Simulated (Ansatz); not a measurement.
Candidates (primitive cells; geometry: relaxed with this functional, without spin-orbit coupling):
A. ZrMo$_{2}$ (Fd-3m), a = 5.3247 Å, b = 5.3247 Å, c = 5.3247 Å, α = 60.00°, β = 60.00°, γ = 60.00°
B. LiTi2O4 (Fd-3m), a = b = c = 5.905 Å, α = β = γ = 60.00°
C. TiZn3 (Pm-3m), a = 3.8548 Å, b = 3.8548 Å, c = 3.8548 Å, α = 90.00°, β = 90.00°, γ = 90.00°
D. ZrW2 (Fd-3m), a = 5.3587 Å, b = 5.3587 Å, c = 5.3587 Å, α = 60.00°, β = 60.00°, γ = 60.00°

Q: Put the candidates in order of mean free path at 300 K, highest first, for PBEsol, DFPT electron-phonon coupling, linearised Boltzmann equation (Ansatz, a first-principles code).

A: D (14.2 nm), A (9.6 nm), C (5.2 nm), B (1.70 nm)

Metals; harmonic phonons alone scatter; means over directions. The mean free path is weighted by the current that each state carries. Halving the electron mesh moves these values by up to 6 %; q meshes are mostly untested. Spin-orbit coupling is left out.

Formula and space group known from diffraction (Crystallography Open Database), not checked to be the room-temperature form: LiTi2O4 (Fd-3m), TiZn3 (Pm-3m), ZrMo2 (Fd-3m), ZrW2 (Fd-3m). The missing spin-orbit coupling matters most for ZrW2 (Fd-3m).
